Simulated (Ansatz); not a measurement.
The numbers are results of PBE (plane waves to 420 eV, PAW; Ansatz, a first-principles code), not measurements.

Electrostatic potential energy of an electron, averaged over planes parallel to the surface, in eV from the Fermi level, for a constructed model of the (110) surface of bcc Ta, a pseudomorphic layer of Zr in the host's stacking (bottom of the slab: a bare face, its two planes held):

```
z (Å)  V (eV)
-----  ------
3.73     4.78
4.02     4.78
4.31     4.77
4.59     4.76
4.88     4.74
5.17     4.70
5.45     4.61
5.74     4.44
6.03     4.12
6.31     3.51
6.60     2.36
6.89     0.24
7.18    -3.85
7.46    -9.93
7.75   -16.45
8.04   -19.60
8.32   -16.75
8.61   -10.18
8.90    -4.16
9.19    -1.26
9.47    -2.89
9.76    -8.20
10.05  -14.99
10.33  -19.26
10.62  -17.56
10.91  -11.34
11.19   -5.05
11.48   -1.54
11.77   -2.48
12.06   -7.34
12.34  -14.05
12.63  -18.91
12.92  -18.06
13.20  -12.23
13.49   -5.75
13.78   -1.70
14.06   -1.86
14.35   -6.15
14.64  -12.73
14.93  -18.35
15.21  -18.73
15.50  -13.57
15.79   -6.88
16.07   -2.20
16.36   -1.49
16.65   -5.10
16.94  -11.41
17.22  -17.57
17.51  -19.18
17.80  -14.88
18.08   -8.14
18.37   -2.93
18.66   -1.42
18.94   -4.43
19.23  -10.47
19.52  -16.92
19.81  -19.37
20.09  -15.76
20.38   -9.06
20.67   -3.38
20.95   -0.85
21.24   -2.17
21.53   -7.50
21.81  -15.22
22.10  -20.29
22.39  -19.83
22.68  -14.18
22.96   -6.75
23.25   -1.82
23.54    0.83
23.82    2.34
24.11    3.21
24.40    3.70
24.69    3.98
24.97    4.13
25.26    4.21
25.55    4.25
25.83    4.28
26.12    4.29
26.41    4.30
26.69    4.30
```

Slab: 7 atoms, 14.9 Å thick at the start; k 14x14x1, smearing 0.1 eV, dipole-corrected; 2 atoms held, the rest relaxed; held to the start's symmetry, so lower structures may exist; no spin, no spin-orbit, no U. It is one candidate, not shown to be the stable structure of the face.

### Question
The surface cell has an area of 7.79 Å². What dipole along the normal does the step between the two vacuum levels imply?

### Answer
the top vacuum level lies 0.48 eV below the bottom one; p = −ε₀ A ΔV (ε₀ = 0.005526 e/(V·Å)) gives 0.02 e·Å a cell.
